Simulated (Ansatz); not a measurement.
How far PBE and r2SCAN part for AlN

The parent structure is AlN in the wurtzite structure (space group P6_3mc, No. 186; a = 3.130 Å, c = 5.018 Å).

(Cell as relaxed with PBE.)

Levels (all Ansatz, a first-principles code, PAW): PBE (420 eV, no spin-orbit coupling); r2SCAN (500 eV, spin-orbit coupling left out).

Each level relaxes its own structure.

```csv
quantity,PBE,r2SCAN
volume per atom,10.65 Å³,[?]
lattice parameter a,3.130 Å,[?]
lattice parameter c,5.018 Å,[?]
band gap,4.03 eV,[?]
gap character,direct at Γ,[?]
```

Task: Given the PBE results, estimate those of r2SCAN.

Result: 
- volume per atom, r2SCAN: 10.40 Å³
- lattice parameter a, r2SCAN: 3.107 Å
- lattice parameter c, r2SCAN: 4.978 Å
- band gap, r2SCAN: 4.88 eV
- gap character, r2SCAN: direct at Γ

PBE's volume per atom lies 0.243 Å³ above r2SCAN's (2.3 %); PBE's lattice parameter a lies 0.0236 Å above r2SCAN's (0.8 %); PBE's lattice parameter c lies 0.040 Å above r2SCAN's (0.8 %); PBE's band gap lies 0.85 eV below r2SCAN's; the two agree on the gap character. Neither level is exact; r2SCAN is the comparison here, not a measurement.

Stability against distortions was not tested.
